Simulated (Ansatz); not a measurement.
SnO (model structure, started from the h-BN type, P6₃/mmc, No. 194, 4 atoms in the cell), treated with r²SCAN (PAW; Ansatz, an electronic-structure program).

Numerical settings: plane-wave cutoff 560 eV, 18×18×12 k mesh (along the axes of the cell as run), Fermi–Dirac smearing 0.05 eV, scalar-relativistic PAW data made under PBE.

Cell (relaxed with PBE-D3(BJ)):

```xyz
4
Lattice="4.1415 0.0000 0.0000 -2.0707 3.5866 0.0000 0.0000 0.0000 5.1939" Properties=species:S:1:pos:R:3 pbc="T T T"
Sn     0.0000     2.3911     1.2985
Sn     2.0707     1.1955     3.8954
O      0.0000     2.3911     3.8954
O      2.0707     1.1955     1.2985
```

**Question.** Estimate the band gap and direct gap at Γ that the calculation returns.

**Answer.** 
band gap: 0.60 eV (on the SCF k mesh)
direct gap at Γ: 7.10 eV

Note: the relaxation could raise the start's symmetry but not lower it, so the cell can be a saddle point; cell and atoms aren't relaxed at this level (pressure -0.6 GPa).

Spin–orbit coupling is not included.

The computed numbers hold no vibrational or temperature effects.

A model structure was made by putting elements into a prototype or built by hand; it is no filed structure, need not be a known phase, and can be a saddle point held by its symmetry.
